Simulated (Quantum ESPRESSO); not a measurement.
Worked example: self-consistent single point of AgPt (P-6m2, 2 atoms in the cell) in Quantum ESPRESSO.

Level of theory: PBEsol, spin-orbit coupling, PSlibrary fully relativistic ultrasoft (PBE) pseudopotentials (plane waves; Quantum ESPRESSO 7.5).

```
CELL_PARAMETERS angstrom
      2.78305     0.00000     0.00000
     -1.39152     2.41019     0.00000
      0.00000     0.00000     4.79511
ATOMIC_POSITIONS crystal
  Ag 0.00000 0.00000 0.50000
  Pt 0.66667 0.33333 0.00000
```

Reference input (self-consistent single point, DFT, PBEsol, plane waves, PSlibrary ultrasoft (PBE) pseudopotentials): ecutwfc = 50 Ry; ecutrho = 500 Ry; occupations = smearing; smearing = gaussian; degauss = 0.0073499 Ry; input_dft = pbesol; potentials = {Ag: Ag.pbe-n-rrkjus_psl.1.0.0.UPF, Pt: Pt.pbe-n-rrkjus_psl.1.0.0.UPF}; K_POINTS = automatic 11 11 6 0 0 0; conv_thr = 1e-11 Ry. This run's input differs from it in these lines:

```diff
@@ -19,2 +19,4 @@
   degauss = 0.0073499,
+  noncolin = .true.,
+  lspinorb = .true.,
   input_dft = 'pbesol',
@@ -25,4 +27,4 @@
 ATOMIC_SPECIES
-Ag   107.8682  Ag.pbe-n-rrkjus_psl.1.0.0.UPF
-Pt   195.0840  Pt.pbe-n-rrkjus_psl.1.0.0.UPF
+Ag   107.8682  Ag.rel-pbe-n-rrkjus_psl.1.0.0.UPF
+Pt   195.0840  Pt.rel-pbe-n-rrkjus_psl.1.0.0.UPF
 ATOMIC_POSITIONS {alat}
```

Log, with long lists cut:

```
     Self-consistent Calculation

     iteration #  1     ecut=    50.00 Ry     beta= 0.70

     Threshold (ethr) on eigenvalues was too large:
     Diagonalizing with lowered threshold

     total energy              =    -149.00307248 Ry
     estimated scf accuracy    <       0.21827223 Ry

     iteration #  2     ecut=    50.00 Ry     beta= 0.70

     total energy              =    -148.87415246 Ry
     estimated scf accuracy    <       1.37516016 Ry

     iteration #  3     ecut=    50.00 Ry     beta= 0.70

     total energy              =    -149.10972569 Ry
     estimated scf accuracy    <       0.05038082 Ry

   [... 9 blocks of this kind left out ...]

     iteration # 13     ecut=    50.00 Ry     beta= 0.70

     total energy              =    -149.11741077 Ry
     estimated scf accuracy    <          1.8E-11 Ry

     iteration # 14     ecut=    50.00 Ry     beta= 0.70
     End of self-consistent calculation

     the Fermi energy is    14.6833 ev

!    total energy              =    -149.11741077 Ry
     estimated scf accuracy    <          6.1E-14 Ry
     smearing contrib. (-TS)   =      -0.00052991 Ry
     internal energy E=F+TS    =    -149.11688086 Ry

     convergence has been achieved in  14 iterations

     Forces acting on atoms (cartesian axes, Ry/au):

     atom    1 type  1   force =     0.00000000   -0.00000000    0.00000000
     atom    2 type  2   force =     0.00000000   -0.00000000    0.00000000

     Total force =     0.000000     Total SCF correction =     0.000000

          total   stress  (Ry/bohr**3)                   (kbar)     P=      -46.28
  -0.00029582  -0.00000000   0.00000000          -43.52       -0.00        0.00
  -0.00000000  -0.00029582   0.00000000           -0.00      -43.52        0.00
   0.00000000  -0.00000000  -0.00035220            0.00       -0.00      -51.81

   JOB DONE.
```

The run converged in 14 iterations. Against the reference run the pressure goes from -4.38 to -4.63 GPa. The full log also holds: “c_bands:  2 eigenvalues not converged”.

The starting cell comes from a database of computed structures (which also holds hypothetical and non-ambient phases and stackings), without a prior relaxation at this level. With a pressure of about -5 GPa the cell is away from its equilibrium volume at this level.

Cost on one core of a shared machine: roughly 3 min.
